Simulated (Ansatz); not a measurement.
Consider GaCuSe₂ in the chalcopyrite structure (space group I-42d, No. 122; a = 5.608 Å, c = 11.096 Å). Axes: x, y, z lie along a, b, c of the conventional cell.

Level of theory: Ansatz (an electronic-structure program), r2SCAN, PAW, cutoff 500 eV, scalar-relativistic without spin-orbit coupling, earlier PAW set.

For the base:

```
Quantity                         Result
-----------------------------  --------
Shortest interatomic distance  240.8 pm
```

One thing is altered: tensor shear ε_xy = +1.89 % (engineering shear γ = 0.0378), atoms relaxed at fixed cell.

**Question.** How does this affect the energy relative to the base, largest internal atomic displacement and shortest interatomic distance?

**Answer.** The energy grows by 4.3 meV/atom; the largest internal atomic displacement comes out as 0.025 Å; the shortest interatomic distance drops by 0.7 pm (240.8 pm → 240.1 pm).

The cells carry an imposed strain or load. Stability against distortions was not tested. All final runs are without spin polarisation.
